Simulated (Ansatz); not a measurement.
Pressure series in Zn

The reference is Zn in the hcp (Mg type) structure (space group P6_3/mmc, No. 194; a = 2.636 Å, c = 4.657 Å).

Cell and atoms are relaxed at each pressure.

The values are results of DFT with PBEsol, PAW potentials and a 420 eV plane-wave cutoff in Ansatz (a first-principles code), no spin-orbit coupling, not measurements.

Notes on the quantities. enthalpy: H = E + PV relative to the base's energy.

```csv
case,enthalpy,shortest interatomic distance
base,–,4.981 bohr
pressure −2 GPa,-0.18 eV/atom,…
pressure −1 GPa,-0.09 eV/atom,4.993 bohr
pressure 0.3 GPa,+0.03 eV/atom,…
pressure 0.7 GPa,+0.06 eV/atom,4.972 bohr
pressure 1.5 GPa,+0.13 eV/atom,4.963 bohr
pressure 3 GPa,+0.26 eV/atom,4.946 bohr
pressure 5 GPa,+0.43 eV/atom,4.924 bohr
pressure 7.5 GPa,+0.63 eV/atom,…
pressure 10 GPa,+0.83 eV/atom,4.874 bohr
```

### Question
What belongs in the blanks?

### Answer

- pressure −2 GPa, shortest interatomic distance: 5.002 bohr
- pressure 0.3 GPa, shortest interatomic distance: 4.977 bohr
- pressure 7.5 GPa, shortest interatomic distance: 4.898 bohr

Load acts through the strain it causes; cell and atoms are relaxed under it. Whether these cells are dynamically stable was not tested. Competing high-pressure phases were not computed.
